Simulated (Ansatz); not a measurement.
Defect migration in fcc Al: Mg-vacancy pair (Mg on one host Al site, one Al site vacant), neutral cell. The step: a nearby Al atom hops onto the vacant site (Mg-vacancy distance between ideal sites 2.86 → 4.95 Å); the atom moves 2.75 Å along (0.49, -0.48, 0.01) of the unit cell; the moving atom starts with neighbours Al at 2.81, 2 Al at 2.82, Al at 2.83, Al at 2.84, Al at 2.85, 4 Al at 2.88, Al at 2.89 Å and ends with Al at 2.79, Al at 2.81, Al at 2.83, 2 Al at 2.85, 2 Al at 2.88, Al at 2.90, Al at 2.92, Al at 2.94; Mg at 2.91 Å. A PBE band in Ansatz (plane-wave PAW, a 4×4×4 k-point mesh shifted by half a step, 32 host sites, 18 SCF runs with any check of the saddle's order, static, no finite-size correction) gives a forward barrier of 0.57 eV. The saddle point's order was not checked. Forms of the defect that were not tried may lie lower. The start lies 0.073 eV above the lowest site run (PBE). The order of the sites in energy changes with the mesh.

Single points at the band's start and saddle point can refine it. Rough cost of one point, in units of the band's mean SCF on the same machine:

```
Level                                                          Cost of one point
-------------------------------------------------------------  -----------------
PBE, a 6×6×6 k-point mesh shifted by half a step                         about 3
r2SCAN at 500 eV, a 4×4×4 k-point mesh shifted by half a step            about 2
```

**Question.** Which of these move the barrier by more than 0.1 eV, and how far does each move it?

**Answer.** PBE, a 6×6×6 k-point mesh shifted by half a step: -0.03 eV; r2SCAN at 500 eV, a 4×4×4 k-point mesh shifted by half a step: +0.12 eV. Each functional is compared with PBE at the same k-points.

Ansatz is a first-principles code.
